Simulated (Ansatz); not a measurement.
Consider the following.

```yaml
crystal:
  lattice:
    - [0.00000, 2.73841, 2.73841]
    - [2.73841, 0.00000, 2.73841]
    - [2.73841, 2.73841, 0.00000]
  atoms:
    - { symbol: Mg, position: [0.00000, 0.00000, 0.00000] }
    - { symbol: Se, position: [0.50000, 0.50000, 0.50000] }
```

No spin polarisation.

The values are results of DFT with PBEsol, PAW potentials and a 420 eV plane-wave cutoff in Ansatz (a first-principles code), no SOC, not measurements. k-mesh 10×10×10 (Γ-centred); smearing 0.05 eV (Fermi–Dirac).

Task: Estimate the pressure.

Result: -0.94 GPa.

Task: Predict the band gap.

Result: 1.75 eV.

Task: Predict the smallest direct gap.

Result: 2.41 eV.

The cells carry an imposed strain or load. Whether these cells are dynamically stable was not tested. The cell was made from MgSe in the rock salt structure (space group Fm-3m, No. 225) by this change: isotropic strain +0.50 %.
